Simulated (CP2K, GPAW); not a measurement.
A GPAW input for a self-consistent single point of BaAl₂Ga₂ (I4/mmm, 5 atoms in the cell) (DFT LDA (Perdew-Wang 92), plane waves, GPAW PAW datasets LDA (gpaw-data 1.0.1)):

```python
from ase import Atoms
from ase.units import GPa
from gpaw import GPAW, PW

atoms = Atoms(['Ba', 'Al', 'Al', 'Ga', 'Ga'],
              cell=[[-2.257182, 2.257182, 5.576230],
                    [2.257182, -2.257182, 5.576230],
                    [2.257182, 2.257182, -5.576230]],
              scaled_positions=[[0.000000, 0.000000, 0.000000],
                                [0.750000, 0.250000, 0.500000],
                                [0.250000, 0.750000, 0.500000],
                                [0.379710, 0.379710, 0.000000],
                                [0.620290, 0.620290, 0.000000]],
              pbc=True)

calc = GPAW(mode=PW(600),
            xc='LDA',
            kpts=(7, 7, 7),
            occupations={'name': 'methfessel-paxton', 'width': 0.1, 'order': 0},
            nbands=-11,
            symmetry={'symmorphic': False, 'tolerance': 0.0005},
            maxiter=100,
            txt='-')

atoms.calc = calc

energy = atoms.get_potential_energy()
print('Energy (eV):', round(energy, 6))
forces = atoms.get_forces()
print('Forces (eV/Ang):')
print(forces.round(5))
stress = atoms.get_stress()
print('Stress (GPa, Voigt):', (stress / GPa).round(4))
```

Translate this input to CP2K.

One input that does it (others would too):

```
&GLOBAL
  PROJECT scf
  RUN_TYPE ENERGY_FORCE
  PRINT_LEVEL LOW
&END GLOBAL
&FORCE_EVAL
  METHOD Quickstep
  STRESS_TENSOR ANALYTICAL
  &DFT
    BASIS_SET_FILE_NAME BASIS_MOLOPT
    POTENTIAL_FILE_NAME GTH_POTENTIALS
    &QS
      METHOD GPW
      EPS_DEFAULT 1E-11
    &END QS
    &MGRID
      CUTOFF 600
      REL_CUTOFF 50
      NGRIDS 5
    &END MGRID
    &SCF
      SCF_GUESS ATOMIC
      EPS_SCF 1E-7
      MAX_SCF 100
      ADDED_MOS 8
      &DIAGONALIZATION
        ALGORITHM STANDARD
      &END DIAGONALIZATION
      &MIXING
        METHOD BROYDEN_MIXING
        ALPHA 0.2
        NBUFFER 8
      &END MIXING
      &SMEAR ON
        METHOD GAUSSIAN
        SIGMA [eV] 0.1
      &END SMEAR
    &END SCF
    &KPOINTS
      SCHEME MONKHORST-PACK 7 7 7
    &END KPOINTS
    &XC
      &XC_FUNCTIONAL PADE
      &END XC_FUNCTIONAL
    &END XC
    &PRINT
      &MO
        EIGENVALUES T
        OCCUPATION_NUMBERS T
        NDIGITS 8
        FILENAME mo
        &EACH
          QS_SCF 0
        &END EACH
        ADD_LAST NUMERIC
      &END MO
      &MULLIKEN OFF
      &END MULLIKEN
    &END PRINT
  &END DFT
  &SUBSYS
    &CELL
      A 6.42526900 0.00000000 0.00000000
      B 3.25349800 5.54065300 0.00000000
      C -4.83938400 -2.77032600 3.19213700
      PERIODIC XYZ
    &END CELL
    &COORD
      Ba       0.00000000     0.00000000     0.00000000
      Al       3.21263425     0.00000025     1.59606850
      Al       1.62674875     2.77032675     1.59606850
      Ga       3.67512462     2.10384135     0.00000000
      Ga       6.00364238     3.43681165     0.00000000
    &END COORD
    &KIND Ba
      BASIS_SET DZVP-MOLOPT-SR-GTH-q10
      POTENTIAL GTH-PADE-q10
    &END KIND
    &KIND Al
      BASIS_SET DZVP-MOLOPT-SR-GTH-q3
      POTENTIAL GTH-PADE-q3
    &END KIND
    &KIND Ga
      BASIS_SET DZVP-MOLOPT-SR-GTH-q13
      POTENTIAL GTH-PADE-q13
    &END KIND
  &END SUBSYS
  &PRINT
    &FORCES ON
    &END FORCES
    &STRESS_TENSOR ON
    &END STRESS_TENSOR
  &END PRINT
&END FORCE_EVAL
```

Basis settings and potentials, where a program has them, do not carry over. This input uses DFT LDA (Pade form), GPW, DZVP-MOLOPT-SR-GTH basis, GTH-PADE potentials (GTH_POTENTIALS). LDA parametrisations can differ slightly between programs.

The starting cell comes from a database of computed structures (which also holds hypothetical and non-ambient phases and stackings), without a prior relaxation at this level. Its lattice was rescaled by a random factor within 2.5 % of one.
